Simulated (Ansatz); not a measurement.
System: SbSBr (model structure, started from the BiTeI type, P3m1, No. 156, 3 atoms in the cell). Method: PBE in Ansatz (PAW).

Settings: plane-wave cutoff 520 eV, 12×12×6 k mesh (along the axes of the cell as run), Fermi–Dirac smearing 0.01 eV, scalar-relativistic PAW data made under PBE.

Cell (relaxed with PBE-D3(BJ)):

```xyz
3
Lattice="3.9346 0.0000 0.0000 -1.9673 3.4075 0.0000 0.0000 0.0000 6.2093" Properties=species:S:1:pos:R:3 pbc="T T T"
Sb     0.0000     0.0000     5.6510
S      1.9673     1.1358     4.2587
Br     0.0000     2.2716     1.3869
```

Question: Estimate the band gap, smallest direct gap on the k points sampled and Γ–Γ gap that the calculation returns.

Answer: 
* **band gap**: 1.27 eV
* **smallest direct gap on the k points sampled**: 1.36 eV
* **Γ–Γ gap**: 2.43 eV

Note: the relaxation could raise the start's symmetry but not lower it, so the cell can be a saddle point; cell and atoms aren't relaxed at this level (pressure 1.9 GPa).

Spin–orbit coupling is not included.

Static lattice: no zero-point or thermal effects.

A model structure was made by putting elements into a prototype or built by hand; it is no filed structure, need not be a known phase, and can be a saddle point held by its symmetry.

Ansatz is a program for electronic structure.
